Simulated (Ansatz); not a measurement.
The starting structures come from a database of crystals and need not be the phases stable at ambient conditions.

 Where the default PAW files enter, the runs use the earlier of Ansatz's two default sets.

Crystal: MgI2 (P-3m1, CdI2 type, not sure to be the ambient phase, 3 atoms a cell, 33.5 Å³ an atom); both levels run on this one cell.

Complex bands along the normal of (001) by Ansatz (plane waves, PAW, no spin-orbit coupling). r2SCAN gives a gap of 4.14 eV and a slowest mid-gap decay of 0.259 1/Å.

What does PBE give on the same cell, and what does that do to the current through 2 nm?

Gap 3.52 eV, κ = 0.232 1/Å. The mid-gap transmission through 2 nm changes by exp(2 × 20 × (0.259 − 0.232)) = a factor of 2.9 against r2SCAN.

Ansatz is an electronic-structure program.
